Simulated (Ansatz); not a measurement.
# GaP in the zinc blende structure (space group F-43m, No. 216)

```
GaP
1.0
    0.00000     2.69570     2.69570
    2.69570     0.00000     2.69570
    2.69570     2.69570     0.00000
Ga P
1 1
Cartesian
  0.00000   0.00000   0.00000
  1.34785   1.34785   1.34785
```

All numbers come from Ansatz (a first-principles code), LDA, PAW, cutoff 420 eV, no SOC. Settings: 11×11×11 k-points, 0.05 eV Fermi–Dirac smearing.

| Quantity | Value |
|---|---|
| Volume per atom | 19.59 Å³ |
| Density | 4.27 g/cm³ |
| Band gap | 1.38 eV, indirect, Γ → Γ–X (87 % along) |
| Electron mass | 1.1 mₑ along k, 0.22 mₑ across |
| Hole mass (degenerate bands, along [100]) | 0.11, 0.36, 0.36 mₑ |
| Lowest conduction-band minima above the VBM | a point along ⟨100⟩, about 1.0 Å⁻¹ from Γ 1.38 eV; L along ⟨111⟩ 1.60 eV; Γ 1.88 eV |
| Total energy | -2216.884 eV/atom (σ→0; compares only within this code and set-up) |

Effective masses come from finite differences of ±0.01 Å⁻¹. Along k means along the line from Γ to the band edge. Whether these cells are dynamically stable was not tested.
